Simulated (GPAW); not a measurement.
Worked example: self-consistent single point of YZn5 (P6/mmm, 6 atoms in the cell) in GPAW.

Computed with LDA (Perdew-Wang 92), GPAW PAW datasets LDA (gpaw-data 1.0.1) (plane waves; GPAW).

The change in words: lattice scaled by 0.98. Reference geometry:
```
YZn5
1.0
    5.33374     0.00000     0.00000
   -2.66687     4.61915     0.00000
    0.00000     0.00000     4.24268
Y Zn
1 5
Cartesian
  0.00000   0.00000   0.00000
 -1.33343   2.30958   2.12134
  2.66687   0.00000   2.12134
  1.33343   2.30958   2.12134
  0.00000   3.07944   0.00000
  2.66687   1.53972   0.00000
```

Reference input (self-consistent single point, DFT LDA (Perdew-Wang 92), plane waves, GPAW PAW datasets LDA (gpaw-data 1.0.1)): mode = pw; ecut = 850 eV; xc = LDA; kpts = 6 6 6; mesh shift (steps) = 0 0 0; occupations.name = fermi-dirac; occupations.width = 0.136 eV; nbands = -10; symmetry.symmorphic = false; symmetry.tolerance = 0.0005; maxiter = 100. This run's input differs from it in these lines:

```diff
@@ -5,5 +5,5 @@
 atoms = Atoms(['Y', 'Zn', 'Zn', 'Zn', 'Zn', 'Zn'],
-              cell=[[5.333736, 0.000000, 0.000000],
-                    [-2.666868, 4.619152, 0.000000],
-                    [0.000000, 0.000000, 4.242679]],
+              cell=[[5.227061, 0.000000, 0.000000],
+                    [-2.613531, 4.526769, 0.000000],
+                    [0.000000, 0.000000, 4.157825]],
               scaled_positions=[[0.000000, 0.000000, 0.000000],
```

Output (repeated stretches shortened):

```
     iter     time        total  log10-change:
                         energy   eigst   dens
iter:   1 --:--:--   -17.616780
iter:   2 --:--:--   -17.761623   -0.21  -1.46
iter:   3 --:--:--   -17.088851   -0.96  -1.48
iter:   4 --:--:--   -17.658740   -0.97  -1.65
iter:   5 --:--:--   -17.401671   -2.06  -1.86
iter:   6 --:--:--   -17.062286   -1.63  -2.01
iter:   7 --:--:--   -17.058442   -2.95  -2.32
iter:   8 --:--:--   -17.054508c  -3.59  -2.40
iter:   9 --:--:--   -17.042641c  -2.75  -2.51
iter:  10 --:--:--   -17.040652c  -4.62  -3.08
iter:  11 --:--:--   -17.039683c  -4.00  -3.29
iter:  12 --:--:--   -17.039877c  -5.43  -3.59
iter:  13 --:--:--   -17.039749c  -5.64  -3.93
iter:  14 --:--:--   -17.039730c  -4.92  -3.84
iter:  15 --:--:--   -17.039676c  -5.36  -3.85
iter:  16 --:--:--   -17.039602c  -6.09  -4.26c
iter:  17 --:--:--   -17.039595c  -6.72  -4.23c
iter:  18 --:--:--   -17.039615c  -7.60c -4.30c
Converged after 18 iterations.

Dipole moment: (-0.000000, -0.000000, -0.000000) |e|*Ang

Energy contributions relative to reference atoms: (reference = -335927.394942)

Kinetic:        -19.708972
Potential:      +27.672346
External:        +0.000000
XC:             -24.620438
Entropy (-ST):   -0.123128
Local:           -0.320986
SIC:             +0.000000
--------------------------
Free energy:    -17.101179
Extrapolated:   -17.039615

Showing only first 2 kpts
 Kpt  Band  Eigenvalues  Occupancy
  0    33      5.63673    1.99993
  0    34      6.32492    1.98936
  0    35      6.66145    1.88053
  0    36      6.66148    1.88051

  1    33      4.47331    2.00000
  1    34      6.51289    1.95827
  1    35      6.51292    1.95826
  1    36      7.76941    0.00908

Fermi level: 7.03631

No gap
   [... lines left out ...]
  0 Y     0.00000   -0.00000    0.00000
  1 Zn    0.00000    0.00000    0.00000
  2 Zn    0.00000   -0.00000    0.00000
  3 Zn   -0.00000    0.00000    0.00000
  4 Zn   -0.00000    0.00000    0.00000
  5 Zn    0.00000    0.00000    0.00000

Stress tensor:
     0.029540     0.000000     0.000000
     0.000000     0.029540     0.000000
     0.000000     0.000000     0.034939
Stress (GPa, Voigt): [4.7328 4.7328 5.5979 0.     0.     0.    ]
```

The run converged in 18 iterations. GPAW prints stress with tension positive. Against the reference run the free energy falls by 46.0 meV/atom and the pressure goes from -9.11 to -5.02 GPa.

The starting cell comes from a database of computed structures (which also holds hypothetical and non-ambient phases and stackings), without a prior relaxation at this level. Its lattice was rescaled by a random factor within 2.5 % of one. For this run, on top of that: lattice scaled by 0.98. With a pressure of about -5 GPa the cell is away from its equilibrium volume at this level.

Cost on one core of a shared machine: roughly 3 min.
